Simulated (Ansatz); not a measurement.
Consider the formation energy of the neutral V_C in ZrC (rock salt, Fm-3m). Reaction: 32 ZrC (rock salt) → cell A + C (graphite).

Cell A: a supercell of 64 sites of ZrC (rock salt, Fm-3m) with one empty C site amid 6 Zr; spin state with PBE: run without spin, k-point mesh 3×3×3.
```xyz
63
Lattice="9.3464 0.0000 0.0000 0.0000 9.3464 0.0000 0.0000 0.0000 9.3464" Properties=species:S:1:pos:R:3 pbc="T T T"
Zr    -0.0131     0.0000     0.0000
Zr     0.0031     2.3397     2.3335
Zr     2.3366     0.0000     2.3497
Zr     2.3366     2.2604     0.0000
C      2.3366     0.0000     0.0000
C      2.3366     2.3467     2.3265
C      0.0004     0.0000     2.3362
C      0.0101     2.3467     0.0000
Zr    -0.0026     0.0000     4.6732
Zr     0.0031     2.3397     7.0129
Zr     2.3366     0.0000     6.9968
Zr     2.3366     2.3235     4.6732
C      2.3366     0.0000     4.6732
C      2.3366     2.3467     7.0199
C      0.0004     0.0000     7.0102
C      0.0004     2.3370     4.6732
Zr    -0.0763     4.6732     0.0000
Zr     0.0031     7.0067     2.3335
Zr     2.3366     4.6732     2.4129
Zr     2.3366     7.0861     0.0000
C      2.3366     6.9997     2.3265
C      0.0101     4.6732     2.3265
C      0.0101     6.9997     0.0000
Zr    -0.0131     4.6732     4.6732
Zr     0.0031     7.0067     7.0129
Zr     2.3366     4.6732     6.9336
Zr     2.3366     7.0229     4.6732
C      2.3366     4.6732     4.6732
C      2.3366     6.9997     7.0199
C      0.0101     4.6732     7.0199
C      0.0004     7.0094     4.6732
Zr     4.6863     0.0000     0.0000
Zr     4.6701     2.3397     2.3335
Zr     7.0098     0.0000     2.3392
Zr     7.0098     2.3235     0.0000
C      7.0098     0.0000     0.0000
C      7.0098     2.3370     2.3362
C      4.6728     0.0000     2.3362
C      4.6631     2.3467     0.0000
Zr     4.6758     0.0000     4.6732
Zr     4.6701     2.3397     7.0129
Zr     7.0098     0.0000     7.0072
Zr     7.0098     2.3340     4.6732
C      7.0098     0.0000     4.6732
C      7.0098     2.3370     7.0102
C      4.6728     0.0000     7.0102
C      4.6728     2.3370     4.6732
Zr     4.7495     4.6732     0.0000
Zr     4.6701     7.0067     2.3335
Zr     7.0098     4.6732     2.3497
Zr     7.0098     7.0229     0.0000
C      7.0098     4.6732     0.0000
C      7.0098     7.0094     2.3362
C      4.6631     4.6732     2.3265
C      4.6631     6.9997     0.0000
Zr     4.6863     4.6732     4.6732
Zr     4.6701     7.0067     7.0129
Zr     7.0098     4.6732     6.9968
Zr     7.0098     7.0124     4.6732
C      7.0098     4.6732     4.6732
C      7.0098     7.0094     7.0102
C      4.6631     4.6732     7.0199
C      4.6728     7.0094     4.6732
```

Reference: C (graphite, P6₃/mmc), 4 atoms in the cell, k-point mesh 18×18×6 on the run's own vectors. Conventional cell: a = 2.465 Å, b = 2.465 Å, c = 6.742 Å, α = 90.00°, β = 90.00°, γ = 120.00°.

Reference: ZrC (rock salt, Fm-3m), 64 atoms in the cell, the relaxed perfect crystal repeated, atoms not moved again, k-point mesh 3×3×3 on the run's own vectors.

All numbers come from Ansatz (an electronic-structure program), plane waves with PAW, its default PAW set, cutoff 420 eV, 500 eV for r2SCAN. The structures are at rest with PBE+D3(BJ), within the held lattices; other levels are single points on them. Neutral cells; Fermi-Dirac smearing of at most 0.05 eV in the solids, energies taken to zero width. The lattices are those relaxed with PBE+D3(BJ), so at other levels the solids can be strained, which adds to the spread. Larger cells are relaxed from a start prepared with the learned potential CHGNet, on a coarser mesh till forces fall under 0.03 eV/Å, which some starts already meet. A dispersion term (D3(BJ), or D4 for r2SCAN) was computed beside these levels and is taken off wherever the name lacks it. No zero-point or thermal terms. Cells are local rest points, mostly with their start's symmetry. Values are for these cell sizes. Mesh and cell size may move defect energies by 0.1 eV or more. The value holds for the reservoirs listed; other chemical potentials shift it. Cell A has symmetry Pm-3m within 0.02 Å and got no random move, so less symmetric positions, which may lie lower, weren't tried.

Task: Estimate the value that PBE+D3(BJ) returns for this input.

Result: 1.36 eV, for 32 ZrC (rock salt) → cell A + C (graphite).

Task: How does the value move with the functional?

Result: 
| Level | value (eV) | less PBE+D3(BJ) |
|---|---|---|
| r2SCAN | 1.44 | 0.08 |
| r2SCAN+D4 | 1.52 | 0.16 |

The levels shown span 0.16 eV, from PBE+D3(BJ) (1.36) to r2SCAN+D4 (1.52).
